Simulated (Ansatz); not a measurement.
The starting structures come from a database of crystals and need not be the phases stable at ambient conditions.

Inside the gap of an insulator the Bloch states are evanescent, with a wavenumber k + iκ along the transport direction.

Data:

```xyz
10
Lattice="5.6623 0.0000 0.0000 0.0000 8.1617 0.0000 2.8312 4.0808 2.8312" Properties=species:S:1:pos:R:3 pbc="T T T"
Sr     2.8312     2.0404     0.0000
Sr     2.8312     6.1213     0.0000
Zn     0.0000     4.0808     0.0000
W      0.0000     0.0000     0.0000
O      3.9336     4.0808     1.2185
O      4.5599     8.1617     1.6127
O      1.6127     8.1617     1.1025
O      6.8808     4.0808     1.7287
O      0.0000     6.2079     0.0000
O      0.0000     1.9537     0.0000
```

Space group of this cell: I4/m. The cell is taken as given; by r2SCAN its mean pressure is -8.4 GPa.

Transport runs along the normal of the first two printed cell vectors, the (100) plane of the conventional cell.

The gap is the functional's own. No spin-orbit coupling. Mid-gap values are interpolated on the energy grid.

**Question.** Estimate the band gap and the smallest decay constant κ at mid-gap that r2SCAN (Ansatz, a first-principles code) returns for this system.

**Answer.** Gap 3.31 eV on a 10×10×10 mesh; κ = 0.327 1/Å, at (0.500, 0.500) of the in-plane reciprocal vectors. At the zone centre, at the nearest computed energy, the slowest state has κ = 0.36 1/Å.
